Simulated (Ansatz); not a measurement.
Base system: SiGe in the CsCl type structure (space group Pm-3m, No. 221; a = 3.2448 Å; a hypothetical phase, not in the database extracts checked; relaxed with 0.1 eV smearing).

(Cell as relaxed with PBE.)

Levels (all Ansatz, an electronic-structure program, PAW): PBE (420 eV, no spin-orbit coupling); PBEsol (420 eV, no SOC).

Each level relaxes its own structure.

| base | PBE | PBEsol |
|---|---|---|
| volume per atom | 17.08 Å³ | 16.39 Å³ |
| lattice parameter a | 3.245 Å | 3.200 Å |
| band gap | zero | zero |

Modification: the cell is scaled by 0.9829 in all directions, atoms relaxed at fixed cell.

```csv
quantity,PBE,PBEsol
energy relative to the base (free energy F),+11 meV/atom,(withheld)
pressure,4.3 GPa,(withheld)
band gap,zero,(withheld)
```

What does PBEsol give?


- energy relative to the base (free energy F), PBEsol: +12 meV/atom
- pressure, PBEsol: 4.9 GPa
- band gap, PBEsol: zero

PBE's energy relative to the base lies 1.1 meV/atom below PBEsol's; PBE's pressure lies 0.6 GPa below PBEsol's; the two agree on the band gap. Neither level is exact; PBEsol is the comparison here, not a measurement.

The cells carry an imposed strain or load. Stability against distortions was not tested. All final runs are without spin polarisation.
